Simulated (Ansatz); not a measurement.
The reference is Ag in the fcc (Cu type) structure (space group Fm-3m, No. 225; relaxed with 0.1 eV smearing).

```yaml
crystal:
  lattice:
    - [0.00000, 2.05231, 2.05231]
    - [2.05231, 0.00000, 2.05231]
    - [2.05231, 2.05231, 0.00000]
  atoms:
    - { symbol: Ag, position: [0.00000, 0.00000, 0.00000] }
```

Cartesian axes are those of the cell as printed.

Computed with r2SCAN (Ansatz, a first-principles code), spin-orbit coupling left out, earlier PAW set.

For the base:

```
Quantity                         Value
-----------------------------  -------
Shortest interatomic distance  2.902 Å
```

The change: strain tensor (xx, yy, zz, yz, xz, xy) = (−0.65, −1.01, +2.52, +0.19, −0.12, +0.50) %, atoms relaxed at fixed cell.

Q: Predict the new shortest interatomic distance.

A: The shortest interatomic distance falls by 0.0386 Å (2.902 Å → 2.864 Å).

Q: How does this affect the energy relative to the base?

A: The energy increases by 2.1 meV/atom.

Q: What happens to the stress?

A: The stress (xx, yy, zz, yz, xz, xy; compression positive) comes out as (-0.4, -0.3, -1.6, -0.1, 0.1, -0.6) GPa.

Whether these cells are dynamically stable was not tested.
